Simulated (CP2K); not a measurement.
# Input and output of a self-consistent single point for NiSb (P6_3/mmc, 4 atoms in the cell) (CP2K)

Method: CP2K with PBE, GPW, DZVP-MOLOPT-SR-GTH basis, GTH-PBE potentials (GTH_POTENTIALS).

This input was run:

```
&GLOBAL
  PROJECT run
  RUN_TYPE ENERGY_FORCE
  PRINT_LEVEL MEDIUM
&END GLOBAL
&FORCE_EVAL
  METHOD Quickstep
  STRESS_TENSOR ANALYTICAL
  &DFT
    BASIS_SET_FILE_NAME BASIS_MOLOPT
    POTENTIAL_FILE_NAME GTH_POTENTIALS
    &QS
      METHOD GPW
      EPS_DEFAULT 1E-11
    &END QS
    &MGRID
      CUTOFF 600
      REL_CUTOFF 60
      NGRIDS 5
    &END MGRID
    &SCF
      SCF_GUESS ATOMIC
      EPS_SCF 1E-7
      MAX_SCF 100
      ADDED_MOS 8
      &DIAGONALIZATION
        ALGORITHM STANDARD
      &END DIAGONALIZATION
      &MIXING
        METHOD BROYDEN_MIXING
        ALPHA 0.2
        NBUFFER 10
        BETA 1
      &END MIXING
      &SMEAR ON
        METHOD GAUSSIAN
        SIGMA [eV] 0.2
      &END SMEAR
    &END SCF
    &KPOINTS
      SCHEME MONKHORST-PACK 8 8 5
      GAMMA_CENTERED T
    &END KPOINTS
    &XC
      &XC_FUNCTIONAL PBE
      &END XC_FUNCTIONAL
    &END XC
    &PRINT
      &MO
        EIGENVALUES T
        OCCUPATION_NUMBERS T
        NDIGITS 8
        FILENAME mo
        &EACH
          QS_SCF 0
        &END EACH
        ADD_LAST NUMERIC
      &END MO
      &MULLIKEN ON
      &END MULLIKEN
    &END PRINT
  &END DFT
  &SUBSYS
    &CELL
      A 3.95672400 0.00000000 0.00000000
      B -1.97836300 3.42662400 0.00000000
      C 0.00000000 0.00000000 5.16488400
      PERIODIC XYZ
    &END CELL
    &COORD
      Ni       0.00000000     0.00000000     2.58244200
      Ni       0.00000000     0.00000000     0.00000000
      Sb      -0.00000069     2.28441601     1.29122100
      Sb       1.97836169     1.14220799     3.87366300
    &END COORD
    &KIND Ni
      BASIS_SET DZVP-MOLOPT-SR-GTH-q18
      POTENTIAL GTH-PBE-q18
    &END KIND
    &KIND Sb
      BASIS_SET DZVP-MOLOPT-SR-GTH-q5
      POTENTIAL GTH-PBE-q5
    &END KIND
  &END SUBSYS
  &PRINT
    &FORCES ON
    &END FORCES
    &STRESS_TENSOR ON
    &END STRESS_TENSOR
  &END PRINT
&END FORCE_EVAL
```

Output (repeated stretches shortened):

```
 GLOBAL| Method name                                                        CP2K
 GLOBAL| Project name                                                        run
 GLOBAL| Run type                                                   ENERGY_FORCE

 CELL| Volume [angstrom^3]:                                            70.026558
 CELL| Vector a [angstrom]:       3.957     0.000     0.000   |a| =     3.956724
 CELL| Vector b [angstrom]:      -1.978     3.427     0.000   |b| =     3.956725
 CELL| Vector c [angstrom]:       0.000     0.000     5.165   |c| =     5.164884
 CELL| Angle (b,c), alpha [degree]:                                    90.000000
 CELL| Angle (a,c), beta  [degree]:                                    90.000000
 CELL| Angle (a,b), gamma [degree]:                                   120.000009
 CELL| Numerically orthorhombic:                                              NO
 CELL| Periodicity                                                           XYZ

 DFT| Spin restricted Kohn-Sham (RKS) calculation                            RKS
 DFT| Multiplicity                                                             1
 DFT| Number of spin states                                                    1
 DFT| Charge                                                                   0
 DFT| XC density smoothing                                                  NONE
 DFT| XC derivatives                                                          PW

 QS| Method:                                                                 GPW
 QS| Density plane wave grid type                        NON-SPHERICAL FULLSPACE
 QS| Number of grid levels:                                                    5
 QS| Density cutoff [a.u.]:                                                300.0
 QS| Multi grid cutoff [a.u.]: 1) grid level                               300.0
   [... lines left out ...]
 BRILLOUIN| Wavefunction type                                            COMPLEX
 BRILLOUIN| List of Kpoints [2 Pi/Bohr]                                      162
 BRILLOUIN| Number           Weight            X              Y              Z
 BRILLOUIN|     1           0.00625       -0.37500       -0.37500       -0.40000
 BRILLOUIN|     2           0.00625       -0.37500       -0.37500       -0.20000
 BRILLOUIN|     3           0.00625       -0.37500       -0.37500        0.00000
   [... 159 lines left out ...]
 *******************************************************************************

 Extrapolation method: initial_guess

 Re-scaling the density matrix to get the right number of electrons
                  # Electrons              Trace(P)               Scaling factor
                           46                46.000                        1.000

 Number of electrons:                                                         46
 Number of occupied orbitals:                                                 23
 Number of molecular orbitals:                                                31

 Number of orbital functions:                                                 78
 Number of independent orbital functions:                                     78
 SCF WAVEFUNCTION OPTIMIZATION

  Step     Update method      Time    Convergence         Total energy    Change
     1 NoMix/Diag. 0.20E+00      -     1.40154891      -350.5117758967 -3.51E+02
     2 Broy./Diag. 0.20E+00      -     0.20353946      -338.8247744498  1.17E+01
     3 Broy./Diag. 0.20E+00      -     0.03837074      -349.5133072803 -1.07E+01
     4 Broy./Diag. 0.20E+00      -     0.05507570      -349.9570515014 -4.44E-01
     5 Broy./Diag. 0.20E+00      -     0.03856329      -348.5463489983  1.41E+00
     6 Broy./Diag. 0.20E+00      -     0.00636300      -350.0254547377 -1.48E+00
     7 Broy./Diag. 0.20E+00      -     0.00401676      -349.7902708806  2.35E-01
   [... 5 lines left out ...]
    13 Broy./Diag. 0.20E+00      -     0.00003780      -349.7079910882  7.46E-04
    14 Broy./Diag. 0.20E+00      -     0.00001653      -349.7077491128  2.42E-04
    15 Broy./Diag. 0.20E+00      -     0.00000030      -349.7079117909 -1.63E-04
    16 Broy./Diag. 0.20E+00      -     0.00000088      -349.7079198558 -8.06E-06
    17 Broy./Diag. 0.20E+00      -     0.00000006      -349.7079235892 -3.73E-06
  *** SCF run converged in    17 steps ***

  Electronic density on regular grids:        -45.9999999950        0.0000000050
  Core density on regular grids:               45.9999999996       -0.0000000004
  Total charge density on r-space grids:        0.0000000046
  Total charge density g-space grids:           0.0000000046

  Overlap energy of the core charge distribution:               0.00000000010647
  Self energy of the core charge distribution:               -546.18469562727353
  Core Hamiltonian energy:                                    151.41881864562356
  Hartree energy:                                              81.90069587060489
  Exchange-correlation energy:                                -36.84095387293043
  Smearing free energy correction:                             -0.00178860524013
  Fermi energy:                                                 0.33911936957116

  Total energy:                                              -349.70792358922688
  Total energy (extrapolated to sigma->0):                   -349.70702928660683

                     Mulliken Population Analysis

 #  Atom  Element  Kind  Atomic population                           Net charge
       1     Ni       1         19.020001                             -1.020001
       2     Ni       1         19.020002                             -1.020002
       3     Sb       2          3.979997                              1.020003
       4     Sb       2          3.980000                              1.020000
 # Total charge                             46.000000                 -0.000000

 ENERGY| Total FORCE_EVAL ( QS ) energy [hartree]           -349.707924421666689

 FORCES| Atomic forces [hartree/bohr]
 FORCES|   Atom     x               y               z               |f|
 FORCES|      1  3.16267361E-14 -6.12630052E-11  2.41589362E-10   2.49235986E-10
 FORCES|      2  2.97263120E-13 -6.06611158E-10 -9.83782274E-10   1.15577020E-09
 FORCES|      3  1.29632302E-06 -8.25217689E-07  7.02103785E-09   1.53671302E-06
 FORCES|      4 -1.29632304E-06  8.25901334E-07 -6.26400891E-09   1.53707699E-06
 FORCES| Sum     3.08334597E-13  1.57703756E-11  1.48360324E-11
 FORCES| Total atomic force                                       2.16542761E-11

 STRESS| Analytical stress tensor [bar]
 STRESS|                        x                   y                   z
 STRESS|      x        4.37219582879E+04   1.35658621424E+01   9.66253018803E-08
 STRESS|      y        1.35658621424E+01   4.37371663498E+04   5.86607467359E-04
 STRESS|      z        9.66253018803E-08   5.86607467359E-04   3.22993610205E+04
 STRESS| 1/3 Trace                                             3.99194952194E+04
```

The run converged in 17 iterations.

The starting cell has typed, rounded lattice constants, without a prior relaxation at this level. Its lattice was rescaled by a random factor within 2.5 % of one. Spin polarisation is off. Values carry the incompleteness of an atom-centred basis. With a pressure of about 4 GPa the cell is away from its equilibrium volume at this level.

Cost on one core of a shared machine: roughly 2 min.
